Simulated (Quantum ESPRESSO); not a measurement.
Quantum ESPRESSO run on IrRh3 (Pm-3m, 4 atoms in the cell): self-consistent single point.

Computed with PBEsol, GBRV 1.5 ultrasoft (PBESOL) pseudopotentials (plane waves; Quantum ESPRESSO).

```xyz
4
Lattice="3.8171 0.0000 0.0000 0.0000 3.8171 0.0000 0.0000 0.0000 3.8171" Properties=species:S:1:pos:R:3 pbc="T T T"
Ir     0.0000     0.0000     0.0000
Rh     0.0000     1.9085     1.9085
Rh     1.9085     0.0000     1.9085
Rh     1.9085     1.9085     0.0000
```

Reference input (self-consistent single point, DFT, LDA (PZ), plane waves, GBRV 1.5 ultrasoft (LDA) pseudopotentials): ecutwfc = 40 Ry; ecutrho = 320 Ry; occupations = smearing; smearing = fd; degauss = 0.0073499 Ry; potentials = {Ir: ir_lda_v1.2.uspp.F.UPF, Rh: rh_lda_v1.4.uspp.F.UPF}; K_POINTS = automatic 6 6 6 0 0 0; conv_thr = 1e-10 Ry; mixing_beta = 0.7. This run's input differs from it in these lines:

```diff
@@ -24,4 +24,4 @@
 ATOMIC_SPECIES
-Ir   192.2170  ir_lda_v1.2.uspp.F.UPF
-Rh   102.9055  rh_lda_v1.4.uspp.F.UPF
+Ir   192.2170  ir_pbesol_v1.2.uspp.F.UPF
+Rh   102.9055  rh_pbesol_v1.4.uspp.F.UPF
 ATOMIC_POSITIONS crystal
```

Output (repeated stretches shortened):

```
     Self-consistent Calculation

     iteration #  1     ecut=    40.00 Ry     beta= 0.70

     negative rho (up, down):  4.530E-01 0.000E+00

     total energy              =    -693.76655863 Ry
     estimated scf accuracy    <       3.04801717 Ry

     iteration #  2     ecut=    40.00 Ry     beta= 0.70

     negative rho (up, down):  4.929E-01 0.000E+00

     total energy              =    -693.74530146 Ry
     estimated scf accuracy    <       7.21456130 Ry

     iteration #  3     ecut=    40.00 Ry     beta= 0.70

     negative rho (up, down):  4.833E-01 0.000E+00

     total energy              =    -694.48446279 Ry
     estimated scf accuracy    <       4.19676054 Ry

   [... 13 blocks of this kind left out ...]

     iteration # 17     ecut=    40.00 Ry     beta= 0.70

     negative rho (up, down):  4.862E-01 0.000E+00

     total energy              =    -695.15028905 Ry
     estimated scf accuracy    <          1.0E-09 Ry

     iteration # 18     ecut=    40.00 Ry     beta= 0.70

     negative rho (up, down):  4.862E-01 0.000E+00
     End of self-consistent calculation

     the Fermi energy is    21.9803 ev

!    total energy              =    -695.15028905 Ry
     estimated scf accuracy    <          1.5E-12 Ry
     smearing contrib. (-TS)   =      -0.01043742 Ry
     internal energy E=F+TS    =    -695.13985163 Ry

     convergence has been achieved in  18 iterations

     negative rho (up, down):  4.862E-01 0.000E+00

     Forces acting on atoms (cartesian axes, Ry/au):

     atom    1 type  1   force =     0.00000000    0.00000000    0.00000000
   [... zero for the other atoms too ...]

     Total force =     0.000000     Total SCF correction =     0.000000

     negative rho (up, down):  4.862E-01 0.000E+00
          total   stress  (Ry/bohr**3)                   (kbar)     P=      -72.38
  -0.00049201   0.00000000   0.00000000          -72.38        0.00        0.00
   0.00000000  -0.00049201   0.00000000            0.00      -72.38        0.00
   0.00000000   0.00000000  -0.00049201            0.00        0.00      -72.38

   JOB DONE.
```

The run converged in 18 iterations. Against the reference run the pressure goes from -12.98 to -7.24 GPa.

The starting cell comes from a database of computed structures (which also holds hypothetical and non-ambient phases and stackings), without a prior relaxation at this level. Spin polarisation is off. With a pressure of about -7 GPa the cell is away from its equilibrium volume at this level.

Cost on one core of a shared machine: roughly 50 s.
